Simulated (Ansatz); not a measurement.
Troubleshooting Ansatz (an electronic-structure program): a failed run on KW3O9 (P6_3mc, 26 atoms in the cell). The aim is a self-consistent single point with DFT, PBEsol, plane waves, default PAW files made with PBE.

Cell that was meant: a = 7.3342 Å, b = 7.3342 Å, c = 7.5628 Å, α = 90.00°, β = 90.00°, γ = 120.00°.

Part of the input:

```yaml
  occupations:
    method: cold
    width: 0.136 eV
  max_iter: 4
output:
  forces: true
  eigenvalues: true
```

Output (repeated stretches shortened):

```
SCF iter   1: F=—  HF=-74679.281466 eV  |F-HF|=—  |Δ(HF+E_count)|=         —  Δρ=2.05e-2  dr2=1.35e0  ethr=1.77e-3  ⟨swp⟩=5.8  Hψ=4205  notcnv=0  defer=19
all-band conjugate gradients solve this SCF's bands
preconditioner: auto → LDOS
SCF iter   2: F=—  HF=-74679.942638 eV  |F-HF|=—  |Δ(HF+E_count)|=   6.61e-1  S|Δr|=    0.00e0  Δρ=3.63e-2  dr2=4.16e0  ethr=6.45e-4  ⟨swp⟩=9.1  Hψ=8411  notcnv=0  recentre
SCF iter   3: F=—  HF=-74678.993919 eV  |F-HF|=—  |Δ(HF+E_count)|=   9.49e-1  S|Δr|=    0.00e0  Δρ=5.33e-3  dr2=9.19e-2  ethr=6.45e-4  ⟨swp⟩=9.0  Hψ=7494  notcnv=0
SCF iter   4: F=—  HF=-74678.974895 eV  |F-HF|=—  |Δ(HF+E_count)|=   1.90e-2  S|Δr|=    0.00e0  Δρ=8.57e-4  dr2=1.78e-3  ethr=4.37e-5  ⟨swp⟩=6.5  Hψ=6293  notcnv=0
Error: did not converge after 4 iterations: dr2 = 1.78e-3 (threshold 1.00e-7), under the density mixer `msr1`, which `scf.mixing.algorithm: auto` chose by the deck's other keys (type `scf.mixing.algorithm: msr1` to keep it); raise `scf.max_iter`, which need not help a stalled SCF, or adjust the mixing (`scf.mixing`) or, under a smearing, its width (`scf.occupations.width`, in either direction: another width is another result); this SCF holds its density and magnetisation to the symmetry operations that it keeps, and cannot end on a state that breaks one of them: if the state sought breaks one, re-run with `crystal.symmetry.detect: false`, without `crystal.symmetry.time_reversal: [...]
```

Q: What is wrong, and how is it fixed?

A: The fault is an iteration limit that is too low. The loop is cut before its threshold is met, so whatever is printed at the end is not self-consistent. To fix it, raise the limit, or leave it to the default. The run ended unconverged after 4 iterations.

The sound input it was made from differs as follows (other fixes are possible):
```diff
-  max_iter: 4
```

With that input, the run converged in 8 iterations: free energy E − TS (on the zero of these files) -74678.9749 eV; Fermi level (on the code's own zero) 9.37 eV; pressure 4.31 GPa; largest force (vector length) 0.110 eV/Å (DFT, PBEsol, plane waves, default PAW files made with PBE).

On the sound input: the starting cell comes from a database of computed structures (which also holds hypothetical and non-ambient phases and stackings), without a prior relaxation at this level. Its lattice was rescaled by a random factor within 2.5 % of one. Spin-orbit coupling is off. Spin polarisation is off. With a pressure of about 4 GPa the cell is away from its equilibrium volume at this level. Ansatz's pressure includes its estimate of the finite-basis (Pulay) stress. Without the estimate this run gives 3.66 GPa.

Keys are those of Ansatz 0.2.
